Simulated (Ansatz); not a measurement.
An Ansatz (a quantum-chemistry and plane-wave program) run: LiNbO3 with a change (uniaxial strain ε_zz = −0.75 %); PBEsol/PAW in Ansatz, no spin-orbit coupling.

Input:

Ansatz 0.2 input:
```yaml
crystal:
  lattice:
    - [2.5673305382, 1.4822489773, 4.5734753197]
    - [-2.5673305382, 1.4822489773, 4.5734753197]
    - [0, -2.9644979547, 4.5734753197]
  atoms:
    - { symbol: Li, position: [0.2807800672, 0.2807800672, 0.2807800672] }
    - { symbol: Li, position: [0.7807800672, 0.7807800672, 0.7807800672] }
    - { symbol: Nb, position: [0.9983911247, 0.9983911247, 0.9983911247] }
    - { symbol: Nb, position: [0.4983911247, 0.4983911247, 0.4983911247] }
    - { symbol: O, position: [0.109320206, 0.3599763535, 0.7186322486] }
    - { symbol: O, position: [0.7186322486, 0.109320206, 0.3599763535] }
    - { symbol: O, position: [0.3599763535, 0.7186322486, 0.109320206] }
    - { symbol: O, position: [0.2186322486, 0.8599763535, 0.609320206] }
    - { symbol: O, position: [0.8599763535, 0.609320206, 0.2186322486] }
    - { symbol: O, position: [0.609320206, 0.2186322486, 0.8599763535] }
basis: { ecutwfc: 420, ecutrho_ratio: 4, xc_grid: 2, fft_grid_basis: typed }
kpoints: { mp_grid: { grid: [8, 8, 8] } }
hamiltonian:
  xc: pbesol
  dispersion: none
  pseudopotentials: { kind: paw }
scf: { occupations: { method: fermi_dirac, width: 0.05 }, convergence: { dr2_threshold: 0.000000001 } }
relax: { f_tol: 0.005, max_steps: 50 }
output: { forces: true, stress: true }
checkpoint: { write: state.ck, write_every: 1000 }
```

Output (explanatory and most iteration lines left out):

```
Relaxation: its limit of steps is 50 (relax.max_steps)
Pseudopotential: Li, paw, valence charge 3
Pseudopotential: Nb, paw, valence charge 13
Pseudopotential: O, paw, valence charge 6
Crystal: 10 atoms, lattice volume = 104.424 Å³
Basis set: ecut = 420 eV, 2061 PW (Γ), exchange–correlation on 80×80×80 points (8 copies of the dense FFT grid, shifted against one another)
Bands: 44, of which v1, the nominal top of the filled ones, is band 34 counted from 1 (33 counted from 0)
Symmetry: 6 space group operations
Space group: R3c (ITA 161), of the structure as read, at distance tolerance 4.7e-5 Å
k-points: 65 of 512 (time reversal used)
Functional: x = pbesol(κ = 0.804, μ = 0.12345679012345678), c = pbesol(β = 0.046)
SCF iter   1: F=—  HF=-12772.936941 eV  |F-HF|=—  |Δ(HF+E_count)|=         —  Δρ=1.74e-2  dr2=2.69e-1  ethr=1.77e-3  ⟨swp⟩=6.2  Hψ=12012  notcnv=0  defer=3
SCF iter   2: F=—  HF=-12772.881665 eV  |F-HF|=—  |Δ(HF+E_count)|=   5.53e-2  Δρ=5.27e-3  dr2=2.74e-2  ethr=3.95e-4  ⟨swp⟩=2.0  Hψ=4857  notcnv=0  defer=251
SCF 1 converged in 8 iterations: F = -12772.876189 eV  dr2 = 8.05e-10
relax step   1: F+E_penalty+E_count = -12772.87618908 eV  Δ(F+E_penalty+E_count) = +0.000e0 eV  max|allowed force component| = 7.471e-2 eV/Å  Δτ_max = 0.0000 Å  (8 SCF iters, accepted)
Crystal: 10 atoms, lattice volume = 104.424 Å³
SCF iter   1: F=—  HF=-12772.877121 eV  |F-HF|=—  |Δ(HF+E_count)|=         —  Δρ=4.92e-4  dr2=2.32e-4  ethr=3.27e-7  ⟨swp⟩=2.5  Hψ=8201  notcnv=0  defer=251
SCF iter   2: F=—  HF=-12772.877075 eV  |F-HF|=—  |Δ(HF+E_count)|=   4.61e-5  Δρ=2.65e-4  dr2=5.71e-5  ethr=3.27e-7  ⟨swp⟩=2.0  Hψ=2842  notcnv=0  defer=251
SCF 2 converged in 7 iterations: F = -12772.877056 eV  dr2 = 6.83e-11
relax step   2: F+E_penalty+E_count = -12772.87705599 eV  Δ(F+E_penalty+E_count) = -8.669e-4 eV  max|allowed force component| = 2.712e-2 eV/Å  Δτ_max = 0.0035 Å  (7 SCF iters, accepted)
Crystal: 10 atoms, lattice volume = 104.424 Å³
SCF iter   1: F=—  HF=-12772.877218 eV  |F-HF|=—  |Δ(HF+E_count)|=         —  Δρ=2.08e-4  dr2=5.22e-5  ethr=1.12e-6  ⟨swp⟩=2.0  Hψ=5222  notcnv=0  defer=251
SCF iter   2: F=—  HF=-12772.877208 eV  |F-HF|=—  |Δ(HF+E_count)|=   1.07e-5  Δρ=1.16e-4  dr2=1.50e-5  ethr=7.67e-8  ⟨swp⟩=1.0  Hψ=3380  notcnv=0  defer=251
SCF 3 converged in 7 iterations: F = -12772.877203 eV  dr2 = 3.57e-11
relax step   3: F+E_penalty+E_count = -12772.87720310 eV  Δ(F+E_penalty+E_count) = -1.471e-4 eV  max|allowed force component| = 1.199e-2 eV/Å  Δτ_max = 0.0021 Å  (7 SCF iters, accepted)
Crystal: 10 atoms, lattice volume = 104.424 Å³
SCF iter   1: F=—  HF=-12772.877254 eV  |F-HF|=—  |Δ(HF+E_count)|=         —  Δρ=4.30e-4  dr2=1.13e-4  ethr=1.32e-6  ⟨swp⟩=2.0  Hψ=5737  notcnv=0  defer=251
SCF iter   2: F=—  HF=-12772.877235 eV  |F-HF|=—  |Δ(HF+E_count)|=   1.92e-5  Δρ=2.20e-4  dr2=2.63e-5  ethr=1.66e-7  ⟨swp⟩=1.0  Hψ=3380  notcnv=0  defer=251
SCF 4 converged in 7 iterations: F = -12772.877229 eV  dr2 = 1.10e-10
relax step   4: F+E_penalty+E_count = -12772.87722931 eV  Δ(F+E_penalty+E_count) = -2.620e-5 eV  max|allowed force component| = 2.130e-2 eV/Å  Δτ_max = 0.0027 Å  (7 SCF iters, accepted)
Crystal: 10 atoms, lattice volume = 104.424 Å³
SCF iter   1: F=—  HF=-12772.877269 eV  |F-HF|=—  |Δ(HF+E_count)|=         —  Δρ=1.85e-4  dr2=1.94e-5  ethr=1.68e-7  ⟨swp⟩=2.0  Hψ=5850  notcnv=0  defer=251
SCF iter   2: F=—  HF=-12772.877263 eV  |F-HF|=—  |Δ(HF+E_count)|=   5.47e-6  Δρ=9.11e-5  dr2=3.70e-6  ethr=2.85e-8  ⟨swp⟩=1.0  Hψ=3380  notcnv=0  defer=251
SCF 5 converged in 6 iterations: F = -12772.877264 eV  dr2 = 1.59e-10
relax step   5: F+E_penalty+E_count = -12772.87726359 eV  Δ(F+E_penalty+E_count) = -3.429e-5 eV  max|allowed force component| = 5.891e-3 eV/Å  Δτ_max = 0.0012 Å  (6 SCF iters, accepted)
[...]
SCF 6 converged in 6 iterations: F = -12772.877276 eV  dr2 = 1.36e-10
relax step   6: F+E_penalty+E_count = -12772.87727595 eV  Δ(F+E_penalty+E_count) = -1.236e-5 eV  max|allowed force component| = 1.567e-3 eV/Å  Δτ_max = 0.0013 Å  (6 SCF iters, accepted)
SCF converged after 6 iterations
Free energy (F): -12772.877276 eV
Internal energy: -12772.877276 eV  (E = F + TS)
E sigma→0 (E₀):  -12772.877276 eV
Fermi energy:    9.124262 eV
--- Forces (eV/Å), atoms counted from 1 ---
  atom   1  Li     0.00000000     0.00000000    -0.00156713
  atom   2  Li    -0.00000000     0.00000000    -0.00156713
  atom   3  Nb    -0.00000000    -0.00000000     0.00097900
  atom   4  Nb     0.00000000    -0.00000000     0.00097900
  atom   5  O     -0.00001336    -0.00115935     0.00019557
  atom   6  O      0.00101070     0.00056810     0.00019557
  atom   7  O     -0.00099734     0.00059125     0.00019557
  atom   8  O      0.00099734     0.00059125     0.00019557
  atom   9  O      0.00001336    -0.00115935     0.00019557
  atom  10  O     -0.00101070     0.00056810     0.00019557
--- Stress (GPa, compression-positive) ---
        0.520063       0.000000      -0.000000
        0.000000       0.520063      -0.000000
       -0.000000      -0.000000       1.783878
  P = ⅓ Tr σ = 0.9413 GPa (9.413 kbar)
--- Relaxed structure (6 steps of the walk, 6 accepted, 0 SCFs on fresh bases) ---
  atoms:
    - { symbol: Li, position: [0.28046284152635587, 0.28046284152635587, 0.28046284152635587] }
    - { symbol: Li, position: [0.7804628415263559, 0.7804628415263559, 0.7804628415263559] }
    - { symbol: Nb, position: [0.9984228308993404, 0.9984228308993404, 0.9984228308993403] }
    - { symbol: Nb, position: [0.49842283089934025, 0.49842283089934025, 0.4984228308993403] }
    - { symbol: O, position: [0.10874378113861322, 0.36117231766290525, 0.7182982287727855] }
    - { symbol: O, position: [0.7182982287727855, 0.1087437811386135, 0.36117231766290536] }
    - { symbol: O, position: [0.36117231766290525, 0.7182982287727855, 0.10874378113861327] }
    - { symbol: O, position: [0.21829822877278537, 0.8611723176629051, 0.6087437811386134] }
    - { symbol: O, position: [0.8611723176629053, 0.6087437811386133, 0.21829822877278532] }
    - { symbol: O, position: [0.6087437811386134, 0.21829822877278549, 0.8611723176629054] }
```

Stability against distortions was not tested. The cell was made from LiNbO₃ (space group R3c, No. 161) by this change: uniaxial strain ε_zz = −0.75 %.
